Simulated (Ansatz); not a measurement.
**MgI2: stress against strain**

MgI2 (1T layered, P-3m1, 31.307 Å³/atom at rest, c along z) under an equal strain ε in the (0001) plane with the normal axis free, as in a coherent film. PBEsol-D3(BJ) in Ansatz, a plane-wave DFT program (PAW, default set), 420 eV, 9×9×5 Γ-centred mesh, Fermi-Dirac smearing 0.05 eV; ions are relaxed within the symmetry of each cell. Stress is positive for a compressed cell.

Here s stands for strain and y for stress xx.

```
strain (%)  stress xx (GPa)
----------  ---------------
-3.00                     ?
-1.50                  1.01
-1.00                  0.65
-0.50                  0.32
0.00                   0.00
0.50                  -0.31
1.00                  -0.60
1.50                  -0.88
```

Taking a straight line for y over the 7 complete rows: Means: s 0, y 0.027. About the means, the sum of products is -4.4000 and the sum of squares of s is 7.0000; the slope is their ratio. Least squares gives y = 0.027 - 0.6286·s. Residuals (row less fit): 0.040, -0.006, -0.021, -0.027, -0.023, 0.002, 0.036; standard error 0.030 (degrees of freedom: 5). The slope gives the biaxial elastic modulus of this plane = 63 ± 1.1 GPa.

Problem. Estimate the missing y (s = -3.00); what did the run itself give?

Solution. y = 0.027 - 0.6286 × (-3.0) = 1.913 GPa. The calculation gives 2.17 GPa, 0.257 GPa above the prediction (8.4 % of the range of y in the table). The row lies outside the fitted rows, so this is an extrapolation. From the scatter of the fitted rows alone, a prediction at this place has a standard error of 0.047 GPa, so the miss is 5.5 times that.

One order more, fitted to all 13 runs of the series, follows each within 0.01, so the miss is the next term of a smooth law. Rows are the converged runs of the series near zero and its far end; series whose fitted rows scatter by over a few per cent of the range, as at a crossing or softening among them, aren't shown in this form. Most that stay on the fit to the last digits aren't either.
